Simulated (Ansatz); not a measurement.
A calculation on white tin (β-Sn) returned lattice constant a 5.947 Å, lattice parameter c 3.214 Å, equilibrium volume per atom 28.41 Å³/atom, bulk modulus 47.3 GPa.

For reference: lattice constant a 5.831 Å (measured, 293 K, no zero-point or thermal correction; as tabulated in Wikipedia's data pages); lattice parameter c 3.181 Å (measured, 293 K, no zero-point or thermal correction; as tabulated in Wikipedia's data pages); bulk modulus 57.0 GPa (measured, temperature not stated, not corrected to a static lattice; as tabulated in Chen et al. (2023), arXiv:2209.05059).

Question: Which level of theory produced these numbers?
(A) PBE+SOC (Ansatz, a quantum-chemistry and plane-wave program)
(B) RPBE (Ansatz)
(C) PBEsol+SOC (Ansatz)
(D) r²SCAN (Ansatz)

Answer: A, PBE+SOC (Ansatz)

The others give: RPBE 6.004 Å, 3.248 Å, 29.28 Å³/atom, 43.1 GPa; PBEsol+SOC 5.838 Å, 3.154 Å, 26.88 Å³/atom, 55.9 GPa; r²SCAN 5.885 Å, 3.187 Å, 27.59 Å³/atom, 54.2 GPa.

Unless a cell is named, each level is at its own relaxed cell (PBE+SOC 28.41, PBEsol+SOC 26.88, r²SCAN 27.59, RPBE 29.27 Å³/atom).

Ansatz's density-functional and Hartree–Fock values are scalar-relativistic unless marked +SOC, with PAW data made under PBE.
